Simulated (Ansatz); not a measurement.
Data:

```xyz
10
Lattice="5.7144 0.0000 -0.0409 0.0000 6.9767 0.0000 -2.1846 0.0000 7.6192" Properties=species:S:1:pos:R:3 pbc="T T T"
Rb     0.3205     1.7442     5.3197
Rb     3.2093     5.2325     2.2586
Ge     0.1497     1.7442     0.8587
Ge     3.3802     5.2325     6.7197
Cl     3.5295     1.7442     0.8700
Cl     0.0003     5.2325     6.7083
Cl     3.1725     3.5164     5.1614
Cl     0.3573     3.4602     2.4169
Cl     0.3573     0.0281     2.4169
Cl     3.1725     6.9486     5.1614
```

These are r2SCAN, rigid bands (plane waves, PAW, scalar-relativistic; Ansatz, an electronic-structure program) values and carry that method's errors. Condition of this run: functional r2SCAN on the same cell. Cell: cell and atoms relaxed with PBEsol.

**Question.** Predict the electron conductivity mass (n e² τ/σ) at 300 K, by direction if it differs.

**Answer.** 1.41 (x), 2.2 (y), 2.8 (z) mₑ.

**Question.** And the band gap?

**Answer.** 3.99 eV at this level; semilocal functionals usually fall short of the measured gap.

Rigid bands, one relaxation time for all states, no polarons. Spin-orbit coupling is left out; where it splits the top of the valence band it changes the hole mass and lowers the gap by about a third of the splitting. Geometry: cell and atoms relaxed with PBEsol.

Formula and space group known from diffraction (Crystallography Open Database), not checked to be the room-temperature form: RbGeCl3 (P2_1/m).
